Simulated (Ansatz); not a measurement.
Start from MgSe in the rock salt structure (space group Fm-3m, No. 225; a = 5.472 Å). Axes: x, y, z lie along the cube axes.

All numbers come from DFT with r2SCAN, PAW potentials and a 500 eV plane-wave cutoff in Ansatz (a quantum-chemistry and plane-wave program), no spin-orbit coupling.

Base values:

The valence-band top at Γ is 0.00, 0.00, 0.00 eV. The electron mass comes out as 0.48 mₑ along k, 0.25 mₑ across (at X).

Modification: biaxial strain +2.00 %, plane normal [001], relaxed out of plane (Cartesian); in-plane vectors clamped, the third vector and the atoms free.

What does the calculation give for the energy relative to the base after the change?

The energy increases by 6.6 meV/atom.

What does the calculation give for the valence-band top at Γ after the change?

The valence-band top at Γ (three highest levels, from the VBM) changes from 0.00, 0.00, 0.00 eV to 0.00, 0.00, -0.16 eV.

How does this affect the electron mass?

The electron mass changes from 0.48 mₑ along k, 0.25 mₑ across (at X) to 0.45 mₑ along k, 0.26 mₑ across (at X).

Predict the new out-of-plane strain.

The out-of-plane strain is -1.15 %.

The levels and masses belong to the bands next to the band gap. Masses are band curvatures over ±0.01 Å⁻¹ around the edge. Along k means along the line from Γ to the band edge. Stability against distortions was not tested.
